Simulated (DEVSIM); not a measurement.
System: abrupt CdTe p-n junction, at 350 K.

Layer 1 from the left is CdTe, thickness (μm) 0.350, Na (cm⁻³) 3.9e17, τn (s) 8.1e-9, τp (s) 8.1e-9. Layer 2 from the left is CdTe, thickness (μm) 42.0, Nd (cm⁻³) 2.3e17, τn (s) 8.1e-9, τp (s) 8.1e-9.

Left contact: ohmic. Right contact: ohmic. Voltage is applied to the left contact. Recombination: SRH at mid-gap, radiative. Mobility is μmin + (μ − μmin)/(1 + (N/Nref)^α).

Constants are typed, rounded textbook-type inputs, not results; the design itself was drawn at random and stands for no fabricated device. Values at 300 K; Nc and Nv go as T^1.5, mobilities as T to minus their exponent, the gap by Varshni's rule with the affinity fixed.

CdTe: gap (eV) 1.5, affinity (eV) 4.28, permittivity 10.2, Nc (cm⁻³) 8e17, Nv (cm⁻³) 1.8e19, μn (cm²/Vs) 1000, μp (cm²/Vs) 80, μn,min 100, μp,min 10, Nref,n 1e17, Nref,p 1e17, αn 0.6, αp 0.6, T exponent of μn 1.7, T exponent of μp 1.5, B (cm³/s) 1e-10, Varshni α (eV/K) 0.00031, Varshni β (K) 108.

Model (solved in DEVSIM): 1D drift-diffusion, Boltzmann statistics, complete ionisation; no tunnelling, impact ionisation, image-force lowering or self-heating.

Dark forward current:

```csv
|V| (V),|J| (A/cm²)
0.05,6.041e-10
0.10,1.901e-9
0.15,4.878e-9
0.20,1.184e-8
0.25,2.819e-8
0.30,6.671e-8
0.35,1.576e-7
0.40,3.727e-7
0.45,8.835e-7
0.50,2.104e-6
0.55,5.054e-6
0.60,1.232e-5
0.65,3.094e-5
0.70,8.192e-5
0.75,0.0002374
0.80,0.0007830
0.85,0.002986
0.90,0.01292
0.95,0.06090
1.00,0.3011
1.05,1.512
1.10,7.319
1.15,29.81
1.20,85.40
1.25,173.3
1.30,282.0
```

Problem. Work out the local ideality factor n = ΔV / (kT/q · ln(J2/J1)) between the rows 0.15 and 0.20 V, 1.00 and 1.05 V, 1.25 and 1.30 V.

Solution. kT/q = 30.16 mV. From 0.15 to 0.20 V: ln(1.184e-8/4.878e-9) = 0.887, n = 1.87, near the 2 of recombination in the depletion region. From 1.00 to 1.05 V: ln(1.512/0.3011) = 1.614, n = 1.03, near the 1 of diffusion or emission over a barrier. From 1.25 to 1.30 V: ln(282.0/173.3) = 0.487, n = 3.40; the layers' resistance at their doping, Σ W/(qμN) = 0.00036 Ω cm², would take 39 mV of this step of 50 mV.

Problem. Estimate the current at 1.00 V from the Shockley equation with J0 = Σ q ni² D/(N L) coth(W/L), τ joining the SRH, radiative and Auger lifetimes that are on, and W taken as the whole layer.

Solution. ni² = 9.31e15 cm⁻⁶; electrons in the p layer: μ = 289 cm²/Vs, D = 8.72 cm²/s, τ = 6.16e-9 s, L = 2.32 μm, W/L = 0.15, term 9.60e-16 A/cm²; holes in the n layer: μ = 28.9 cm²/Vs, D = 0.872 cm²/s, τ = 6.83e-9 s, L = 0.772 μm, W/L = 54, term 7.33e-17 A/cm². J0 = 1.03e-15 A/cm², and J = J0 exp(qV/kT) = 0.259 A/cm². The simulation gives 0.301 A/cm²; the estimate lies 14 % below. The estimate leaves out recombination in the depletion region and that region's share of W.
